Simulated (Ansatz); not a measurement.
# A computed series for CrCuO2: pressure series

The parent structure is CrCuO2 (space group R-3m, No. 166; ferromagnetic).

CrCuO2 has the trigonal space group R-3m, hexagonal axes (No. 166), Pearson symbol hR4. Lattice parameters: a = b = 2.964 Å, c = 16.920 Å, α = β = 90.00°, γ = 120.00°. Cu on 3a sees 2 O at 1.829 Å (linear). Cr on 3b is surrounded by 6 O at 1.977 Å (octahedral). O on 6c is coordinated by 1 Cu at 1.829 Å and 3 Cr at 1.977 Å (tetrahedral). (Neighbours: up to the widest gap in distance over summed covalent radii, below 1.35, at either atom; cation-cation and far metal-metal contacts left out.)
(The calculation used a cell of 4 atoms; values per cell refer to that cell.)

Cell and atoms are relaxed at each pressure.

Method: Ansatz (a quantum-chemistry and plane-wave program), PBEsol, PAW, cutoff 420 eV, without spin-orbit coupling.

Candidates:
(a) pressure −1 GPa
(b) pressure 2.1 GPa
(c) pressure 0.9 GPa
(d) pressure 4.5 GPa

Base values:

The band gap is 0.92 eV.

Problem. Order them by band gap, highest first.

Solution. (a) pressure −1 GPa (0.95 eV), (c) pressure 0.9 GPa (0.89 eV), (b) pressure 2.1 GPa (0.86 eV), (d) pressure 4.5 GPa (0.79 eV)

Load acts through the strain it causes; cell and atoms are relaxed under it. Stability against distortions was not tested. No Hubbard U is applied and the magnetic state is the run's own (CrCuO2 ferromagnetic); other magnetic orders, which need larger cells, were not tried and can change the gap. A gap here joins edges of opposite spin (a spin-flip gap).
